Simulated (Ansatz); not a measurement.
**What pressure −1 GPa does to CaO**

Consider CaO in the rock salt structure (space group Fm-3m, No. 225; a = 4.831 Å).

One thing is altered: hydrostatic tension (pressure −1 GPa).

Method: Ansatz (an electronic-structure program), PBE, PAW, cutoff 420 eV, without spin-orbit coupling. Γ-centred 12×12×12 mesh, Fermi–Dirac width 0.05 eV.

The volume per atom increases by 0.14 Å³ to 14.23 Å³ and the density falls by 0.03 g/cm³ to 3.27 g/cm³. The lattice parameter a goes up by 0.0295 bohr (9.129 bohr → 9.158 bohr) and the shortest interatomic distance increases by 0.015 bohr (4.564 bohr → 4.579 bohr). The enthalpy H = E + PV relative to the base's energy is -0.09 eV/atom and the band gap is still 3.66 eV. The gap character remains indirect, Γ → X and the smallest direct gap is nearly the same (4.03 eV against 4.04 eV). The width of the top valence band stays essentially unchanged (1.16 eV against 1.14 eV) and the electron mass goes from 1.4 mₑ along k, 0.44 mₑ across (at X) to 1.4 mₑ along k, 0.45 mₑ across (at X). The hole mass (degenerate bands, along [100]) remains 0.35, 2.9, 2.9 mₑ (at Γ) and the valley order (the lowest conduction-band minima on the path, energy above the VBM, named in the base's zone) changes from X along ⟨100⟩ 3.66 eV; Γ 4.61 eV to X along ⟨100⟩ 3.66 eV; Γ 4.53 eV.

Final structure:

```xyz
2
Lattice="0.0000 2.4232 2.4232 2.4232 0.0000 2.4232 2.4232 2.4232 0.0000" Properties=species:S:1:pos:R:3 pbc="T T T"
Ca     0.0000     0.0000     0.0000
O      2.4232     2.4232     2.4232
```

Load acts through the strain it causes; cell and atoms are relaxed under it. Effective masses come from finite differences of ±0.01 Å⁻¹. Along k means along the line from Γ to the band edge. Whether these cells are dynamically stable was not tested.
